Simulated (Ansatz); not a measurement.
Levels about the gap of amorphous Si₂₄O₄₉Mg (74 atoms in a cell of 1111 Å³, 2.22 g/cm³; zone centre alone, so wide bands show as single levels with stretches between that a denser mesh fills), at the geometry that PBE relaxed, where it gives 2.4 GPa on a denser mesh. The participation number counts the atoms over which a state spreads; weights are charges in smoothed Voronoi cells. The levels come from a single point, so bond lengths are those of that geometry. Method of the levels: r2SCAN, scalar-relativistic without spin-orbit coupling (Ansatz, a quantum-chemistry and plane-wave program). Sampling: the zone centre alone; Fermi-Dirac width 0.02 eV; no spin polarisation. At PBE the levels at the filled edge of the gap are localised (band-tail or defect states), and the nearest spread-out levels lie 5.6 eV apart at the zone centre.

Preparation: random packing, a CHGNet melt and quench, and a DFT relaxation. O atoms were pushed apart under 1.9 Å during the dynamics, to hinder bonds among them. The hot cell started wider than the set density and was brought back towards it in steps. It is the lowest in DFT energy of 2 quenches. It is a model cell: composition and starting density were chosen by hand, and all elements were melted together. No dispersion term was used. Its density started from a set value of 2.22 and ended at 2.22 g/cm³. The simulated quench (nominally 400 K/ps over its main leg) is rapid and tends to freeze in more defects than a deposited or slowly cooled glass has. A cell of this size samples the disorder only roughly. The volume was held where the preparation left it and the shape relaxed, at a PBE pressure of 2.4 GPa. Stress components on the final sampling reach 2.4 GPa.

| E - E(highest filled), eV | filling | participation number | largest on | weight O | weight Si | weight Mg |
|---|---|---|---|---|---|---|
| -1.04 | filled | 11.6 | O, 2 neighbours | 0.96 | 0.04 | 0.00 |
| -0.90 | filled | 3.3 | O, 2 neighbours | 0.95 | 0.04 | 0.01 |
| -0.83 | filled | 5.0 | O, 2 neighbours | 0.96 | 0.04 | 0.00 |
| -0.38 | filled | 3.0 | O, 2 neighbours | 0.93 | 0.04 | 0.03 |
| -0.33 | filled | 1.9 | O, 2 neighbours | 0.93 | 0.04 | 0.02 |
| -0.25 | filled | 2.7 | O, 2 neighbours | 0.94 | 0.04 | 0.02 |
| 0.00 | filled | 1.8 | O, 2 neighbours | 0.94 | 0.04 | 0.02 |
| 5.01 | empty | 52.1 | Si, 4 neighbours | 0.73 | 0.24 | 0.03 |
| 6.39 | empty | 20.4 | Si, 4 neighbours | 0.64 | 0.32 | 0.04 |
| 6.76 | empty | 30.2 | Mg, 3 neighbours | 0.69 | 0.23 | 0.08 |
| 7.02 | empty | 45.2 | Si, 4 neighbours | 0.71 | 0.25 | 0.04 |
| 7.08 | empty | 35.6 | O, 2 neighbours | 0.73 | 0.26 | 0.01 |
| 7.12 | empty | 40.9 | O, 2 neighbours | 0.74 | 0.23 | 0.04 |
| 7.39 | empty | 46.1 | Mg, 3 neighbours | 0.73 | 0.21 | 0.06 |

Most localised among these is the filled level at +0.00 eV, on a O atom, which has 2 neighbours (Si 1.59 Å, Mg 1.90 Å).
